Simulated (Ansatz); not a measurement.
The decay constant κ of evanescent states in the gap governs leakage through a thin film.

Consider the following.

```
CELL_PARAMETERS angstrom
      7.55274     0.00000     0.00000
      0.00000     8.06886     0.00000
      0.00000     4.03443     2.32928
ATOMIC_POSITIONS crystal
  Ag 0.99902 0.66667 0.00000
  Ag 0.49902 0.33333 0.00000
  I  0.62108 0.66667 0.00000
  I  0.12108 0.33333 0.00000
```

Space group of this cell: P6_3mc, wurtzite. The cell is taken as given; by PBEsol its mean pressure is -1.6 GPa.

Transport runs along the normal of the first two printed cell vectors, the (110) plane of the conventional cell.

The gap is the functional's own, uncorrected, and κ follows it; spin-orbit coupling is left out. Mid-gap values are interpolated between the computed energies.

### Question
Compute, with PBEsol run with Ansatz (a program for electronic structure), the band gap and the smallest decay constant κ at mid-gap.

### Answer
Gap 1.24 eV on a 4×14×14 mesh; κ = 0.116 1/Å, at the zone centre.
